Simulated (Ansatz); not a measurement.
Given:

```xyz
6
Lattice="3.5650 0.0000 0.0000 0.0000 3.5650 0.0000 0.0000 0.0000 5.1855" Properties=species:S:1:pos:R:3 pbc="T T T"
Hf     0.0000     0.0000     0.0000
Hf     1.7825     1.7825     2.5927
O      0.0000     1.7825     1.0266
O      0.0000     1.7825     3.6194
O      1.7825     0.0000     1.5661
O      1.7825     0.0000     4.1588
```

No spin polarisation.

Method: r2SCAN, PAW, 500 eV (Ansatz, a quantum-chemistry and plane-wave program; scalar-relativistic without spin-orbit coupling). Settings: 9×9×7 k-points, 0.05 eV Fermi–Dirac smearing.

Q: Estimate the electron mass.

A: 1.1 mₑ along c, 0.87 mₑ across (at Γ).

Q: What is the computed space group?

A: P4_2/nmc (No. 137).

Q: What is the computed width of the top valence band?

A: 1.00 eV.

Q: What gap character does the calculation give?

A: Indirect, Z → Γ.

Spin-orbit coupling, missing from the scalar runs, can matter with Hf. The cells carry an imposed strain or load. Effective masses come from finite differences of ±0.01 Å⁻¹. Stability against distortions was not tested. The cell was made from HfO₂ (space group P4_2/nmc, No. 137) by this change: isotropic strain −0.33 %. This is not the structure that HfO2 has at room temperature and ambient pressure.
